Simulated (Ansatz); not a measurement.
Results of G0W0@HSE06 in Ansatz (hard PAW, contour deformation) for AlN (Fm-3m, No. 225, 2 atoms in the cell; start mp-1330; another space group than a measured phase of this formula).

The cell is the one relaxed with PBEsol. Conventional cell: a = 4.0454 Å, b = 4.0454 Å, c = 4.0454 Å, α = 90.00°, β = 90.00°, γ = 90.00°.

The quasiparticle gap at Γ at a fixed k mesh 6×6×6:

```tsv
response cutoff	value (eV)
150 eV, 127 empty bands	8.027
200 eV, 195 empty bands	8.065
250 eV, 273 empty bands	8.080
300 eV, 359 empty bands	8.089
```

Q: Taking the value to converge with the response cutoff E as E^(−3/2), extrapolate from the last two rows.

A: With y = y∞ + c/w and weights w = 3953 and 5196 for the last two rows, y∞ = (w2 y2 − w1 y1)/(w2 − w1) = (5196 × 8.089 − 3953 × 8.080)/1243 = 8.118 eV, which lies 0.029 beyond the last row. Successive pairs of rows give 8.135, 8.118, 8.118. The limit also hangs on the law assumed, so its last digits aren't firm.

The other settings are not extrapolated, so this is the limit in one setting alone.

At the last cutoff the smallest gap on this mesh is 6.95 eV, with an edge away from Γ.

Note: GW on a hybrid start was not checked against another program.

A start named mp-… is a Materials Project structure, which need not be a measured phase.

Ansatz is a first-principles code.
